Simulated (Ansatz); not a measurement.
Results of r²SCAN in Ansatz (plane waves, PAW) for CsCl-type TiCo.

Numerical settings: plane-wave cutoff 600 eV, 16×16×16 k mesh, Fermi–Dirac smearing 0.1 eV, finite displacements, no spin polarisation, scalar-relativistic PAW data made under PBE.

The cell has the measured lattice: a = 2.9950 Å, b = 2.9950 Å, c = 2.9950 Å, α = 90.00°, β = 90.00°, γ = 90.00°.

Task: Predict the zone-centre TO phonon frequency.

Result: 
- zone-centre TO phonon frequency = 206 cm⁻¹

Note: the cell isn't this level's own, so it is under some stress, which shifts stiffness and frequencies.

It cost about 25 core-minutes (a rough figure) of CPU time.

Ansatz is a first-principles code.
